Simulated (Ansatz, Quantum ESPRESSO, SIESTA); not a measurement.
# One structure in several programs: MgCo2O4 (P1, 7 atoms in the cell)

Self-consistent single point, at a second geometry (atoms moved at random). First geometry:

```
CELL_PARAMETERS angstrom
      5.39392    -1.51545     0.00000
      5.39392     1.51545     0.00000
     -2.04615     0.00000     4.52180
ATOMIC_POSITIONS crystal
  Mg 0.50000 0.50000 0.50000
  Co 0.78413 0.78413 0.78796
  Co 0.21587 0.21587 0.21204
  O  0.86423 0.86423 0.52128
  O  0.13577 0.13577 0.47872
  O  0.36345 0.36345 0.06053
  O  0.63655 0.63655 0.93947
```
Moments meant for the start (each program seeds them in its own way; μB, in the order of the atoms Mg Co Co O O O O): 0.0 3.0 3.0 0.0 0.0 0.0 0.0.

Second geometry:
```
CELL_PARAMETERS angstrom
      5.39392    -1.51545     0.00000
      5.39392     1.51545     0.00000
     -2.04615     0.00000     4.52180
ATOMIC_POSITIONS crystal
  Mg 0.51098 0.48031 0.49250
  Co 0.77553 0.80167 0.80330
  Co 0.20527 0.23222 0.22244
  O  0.86379 0.87341 0.52215
  O  0.13943 0.12147 0.47141
  O  0.36611 0.35712 0.05196
  O  0.63889 0.63380 0.93624
```
Moments meant for the start (each program seeds them in its own way; μB, in the order of the atoms Mg Co Co O O O O): 0.0 3.0 3.0 0.0 0.0 0.0 0.0.

Shared settings, as Ansatz (an electronic-structure program) writes them: kpoints.mp_grid.grid = 5 5 3; scf.occupations.method = fermi_dirac; scf.occupations.width = 0.01 eV. Potentials and cutoffs stand in the table.

```json
[
 {"code": "SIESTA", "model": "LDA PW92, numerical atomic orbitals DZP, PseudoDojo LDA standard norm-conserving potentials (rewritten from UPF to PSML)", "ΔF from the first geometry (meV/atom)": "19.5", "pressure (GPa)": "-17.69", "largest force (eV/Å)": "1.230", "size of the net moment (μB/atom)": "0.84", "cutoff": "grid 300 Ry"},
 {"code": "Quantum ESPRESSO", "model": "LDA (PZ), GBRV 1.5 ultrasoft (LDA) pseudopotentials", "ΔF from the first geometry (meV/atom)": "16.9", "pressure (GPa)": "-16.27", "largest force (eV/Å)": "1.273", "size of the net moment (μB/atom)": "0.87", "cutoff": "50 Ry"},
 {"code": "Ansatz", "model": "LDA (PW92), PAW files made with PBE", "ΔF from the first geometry (meV/atom)": "25.3", "pressure (GPa)": "-27.22", "largest force (eV/Å)": "2.936", "size of the net moment (μB/atom)": "0.00", "cutoff": "default"}
]
```

Size of the force on each atom (eV/Å): Sizes of forces hide their directions.

| code | Mg1 | Co2 | Co3 | O4 | O5 | O6 | O7 |
|---|---|---|---|---|---|---|---|
| SIESTA | 0.823 | 0.792 | 0.948 | 1.220 | 0.892 | 0.771 | 1.230 |
| Quantum ESPRESSO | 0.775 | 0.793 | 0.811 | 1.273 | 0.908 | 0.810 | 1.193 |
| Ansatz | 0.669 | 2.380 | 2.142 | 1.569 | 1.089 | 1.686 | 2.936 |

The net moments differ, which can mean other magnetic states; other values may part for that reason too.

On Ansatz's run: the starting moments vanished: the run ended non-magnetic, which need not be the lowest state. The program warned that a starting moment was not kept.

The spread over the programs that give each value: ΔF from the first geometry within 8.4 meV/atom; pressure within 10.95 GPa; largest force within 1.706 eV/Å; size of the net moment within 0.87 μB/atom.

SIESTA uses small atom-centred bases, whose incompleteness enters pressures, forces and empty levels differently from a plane-wave cutoff. Ansatz's pressure is given at a fixed set of plane waves, as the other plane-wave codes print theirs; with its correction for the finite basis it is -26.59 GPa (the shift of 0.63 GPa shows how far the cutoff is from converged). The same LDA comes in different parametrisations, which differ slightly.

The shared mesh is coarse (it stands for a supercell whose shortest vector is 15 Å), so the values are not converged in it.

The starting cell comes from a database of computed structures (which also holds hypothetical and non-ambient phases and stackings), without a prior relaxation at this level. For this run, on top of that: atoms moved at random.

Keys are those of Ansatz 0.2.
